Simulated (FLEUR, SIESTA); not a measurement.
A FLEUR input for a self-consistent single point of HgTe (Cmcm, 4 atoms in the cell) (DFT, LDA (Perdew-Zunger), all-electron FLAPW (FLEUR), scalar-relativistic valence):

Input of the input generator:

```
scf HgTe
&input film=f /
5.7737992813 -6.6891315935 0.0000000000
5.7737992813 6.6891315935 0.0000000000
0.0000000000 0.0000000000 11.1870293694
1.0
1.0 1.0 1.0

4
80 0.3430500000 0.6569500000 0.7500000000
80 0.6569500000 0.3430500000 0.2500000000
52 0.7848100000 0.2151900000 0.7500000000
52 0.2151900000 0.7848100000 0.2500000000

&comp jspins=1 /
&exco xctyp='pz' /
&kpt div1=5 div2=5 div3=4 gamma=t /
&end /
```

```xml
<?xml version="1.0" encoding="UTF-8" standalone="no"?>
<fleurInput fleurInputVersion="0.39">
   <comment>
      scf HgTe                                                                                            
   </comment>
   <calculationSetup>
      <cutoffs Kmax="3.8" Gmax="15.2" GmaxXC="15.2" numbands="0"/>
      <scfLoop itmax="80" minDistance="0.00001" maxIterBroyd="15" imix="Anderson" alpha="0.05" precondParam="0.0" spinf="2.0"/>
      <coreElectrons ctail="T" frcor="F" kcrel="0" coretail_lmax="0"/>
      <xcFunctional name="pz" relativisticCorrections="F"/>
      <magnetism jspins="1"/>
      <soc l_soc="F" theta="0.0" phi="0.0" spav="F"/>
      <expertModes spex="0" secvar="F"/>
      <geometryOptimization l_f="T" forcealpha="1.0" forcemix="BFGS" epsdisp="0.00001" epsforce="0.00001"/>
      <ldaU l_linMix="F" mixParam="0.05" spinf="1.0"/>
   </calculationSetup>
   <cell>
      <bzIntegration valenceElectrons="68.0" mode="hist" fermiSmearingEnergy="0.00367493">
         <kPointListSelection listName="default-1"/>
         <!-- k-points included here -->
         <xi:include xmlns:xi="http://www.w3.org/2001/XInclude" href="kpts.xml"> </xi:include>
      </bzIntegration>
      <!-- symmetry operations included here -->
      <xi:include xmlns:xi="http://www.w3.org/2001/XInclude" href="sym.xml"> </xi:include>
      <bulkLattice scale="1.0">
         <bravaisMatrix>
            <row-1>    5.7737992812999996    -6.6891315935000000     0.0000000000000000</row-1>
            <row-2>    5.7737992812999996     6.6891315935000000     0.0000000000000000</row-2>
            <row-3>    0.0000000000000000     0.0000000000000000    11.1870293693999994</row-3>
         </bravaisMatrix>
      </bulkLattice>
   </cell>
   <atomSpecies>
      <species name="Mercury (Hg)" element="Hg" atomicNumber="80">
         <mtSphere radius="2.63" gridPoints="925" logIncrement="0.015"/>
         <atomicCutoffs lmax="10" lnonsphr="8"/>
         <electronConfig flipSpins="F">
            <coreConfig>(1s1/2) (2s1/2) (2p1/2) (2p3/2) (3s1/2) (3p1/2) (3p3/2) (4s1/2) (3d3/2) (3d5/2) (4p1/2) (4p3/2) (5s1/2) (4d3/2) (4d5/2) (4f5/2) (4f7/2)</coreConfig>
            <valenceConfig>(5p1/2) (5p3/2) (6s1/2) (5d3/2) (5d5/2)</valenceConfig>
         </electronConfig>
         <energyParameters s="6" p="6" d="5" f="5"/>
         <lo type="SCLO" l="1" n="5" eDeriv="0"/>
      </species>
      <species name="Tellurium (Te)" element="Te" atomicNumber="52">
         <mtSphere radius="2.63" gridPoints="925" logIncrement="0.014"/>
         <atomicCutoffs lmax="10" lnonsphr="8"/>
         <electronConfig flipSpins="F">
            <coreConfig>(1s1/2) (2s1/2) (2p1/2) (2p3/2) (3s1/2) (3p1/2) (3p3/2) (4s1/2) (3d3/2) (3d5/2) (4p1/2) (4p3/2)</coreConfig>
            <valenceConfig>(5s1/2) (4d3/2) (4d5/2) (5p1/2) (5p3/2)</valenceConfig>
            <stateOccupation state="(5p1/2)" spinUp="0.6666666666667" spinDown="0.6666666666667"/>
            <stateOccupation state="(5p3/2)" spinUp="1.3333333333333" spinDown="1.3333333333333"/>
         </electronConfig>
         <energyParameters s="5" p="5" d="5" f="4"/>
         <lo type="SCLO" l="2" n="4" eDeriv="0"/>
      </species>
   </atomSpecies>
   <atomGroups>
      <atomGroup species="Mercury (Hg)">
         <relPos label="                   1">.3430500000 -.3430500000 -1.000/4.000</relPos>
         <relPos label="                   2">-.3430500000 .3430500000 1.000/4.000</relPos>
         <force calculate="T" relaxXYZ="TTT"/>
      </atomGroup>
      <atomGroup species="Tellurium (Te)">
         <relPos label="                   3">-.2151900000 .2151900000 -1.000/4.000</relPos>
         <relPos label="                   4">.2151900000 -.2151900000 1.000/4.000</relPos>
         <force calculate="T" relaxXYZ="TTT"/>
      </atomGroup>
   </atomGroups>
   <output dos="F" band="F" slice="F">
      <checks vchk="F" cdinf="F"/>
      <bandDOS minEnergy="-.5*Htr" maxEnergy="0.5*Htr" sigma="0.015" storeEVData="T"/>
      <vacuumDOS vacdos="F" integ="F" star="F" nstars="0" locx1="0.0" locy1="0.0" locx2="0.0" locy2="0.0" nstm="0" tworkf="0.0"/>
      <unfoldingBand unfoldBand="F" supercellX="1" supercellY="1" supercellZ="1"/>
      <plotting iplot="0" polar="F">
         <plot TwoD="T" vec1="  1.0  0.0  0.0" vec2="  0.0  1.0  0.0" vec3="  0.0  0.0  1.0" zero="  0.0  0.0  0.0" file="plot"/>
      </plotting>
      <chargeDensitySlicing numkpt="0" minEigenval="0.0" maxEigenval="0.0" nnne="0" pallst="F"/>
      <specialOutput eonly="F"/>
      <magneticCircularDichroism mcd="F" energyLo="-10.0" energyUp="0.0"/>
   </output>
  <!-- We include the file relax.xml here to enable relaxations (see documentation) -->
  <xi:include xmlns:xi="http://www.w3.org/2001/XInclude" href="relax.xml"> <xi:fallback/> </xi:include>
</fleurInput>
```

### Question
Give the SIESTA input for the same structure, mesh, smearing and functional.

### Answer
One input that does it (others would too):

```
# files in the folder: Hg.psml Te.psml (PseudoDojo LDA standard)
SystemName  HgTe
SystemLabel hgte

NumberOfAtoms                4
NumberOfSpecies              2
%block ChemicalSpeciesLabel
  1 80 Hg
  2 52 Te
%endblock ChemicalSpeciesLabel
LatticeConstant              1.0 Bohr
%block LatticeVectors
     5.773799281   -6.689131593    0.000000000
     5.773799281    6.689131593    0.000000000
     0.000000000    0.000000000   11.187029369
%endblock LatticeVectors
AtomicCoordinatesFormat      Bohr
%block AtomicCoordinatesAndAtomicSpecies
     5.773799281    2.099718407    8.390272027  1
     5.773799281   -2.099718407    2.796757342  1
     5.773799281   -3.810263138    8.390272027  2
     5.773799281    3.810263138    2.796757342  2
%endblock AtomicCoordinatesAndAtomicSpecies

XC.functional                LDA
XC.authors                   PW92
PAO.BasisSize                DZP
PAO.EnergyShift              0.005 Ry
MeshCutoff                   300 Ry
%block kgrid.MonkhorstPack
    5   0   0  0.0
    0   5   0  0.0
    0   0   4  0.0
%endblock kgrid.MonkhorstPack
OccupationFunction           FD
ElectronicTemperature        100.0 meV

MaxSCFIterations             150
SCF.Mixer.Method             Pulay
SCF.Mixer.Weight             0.25
SCF.Mixer.History            6
SCF.DM.Tolerance             1.0E-04
Diag.ParallelOverK           true
WriteForces                  true
```

Basis, cutoffs, solver keys and any potentials are the target program's own. This input uses DFT, LDA PW92, numerical atomic orbitals DZP, PseudoDojo LDA standard norm-conserving potentials (rewritten from UPF to PSML). LDA parametrisations can differ slightly between programs.

The starting cell comes from a database of computed structures (which also holds hypothetical and non-ambient phases and stackings), without a prior relaxation at this level. Its lattice was rescaled by a random factor within 2.5 % of one.
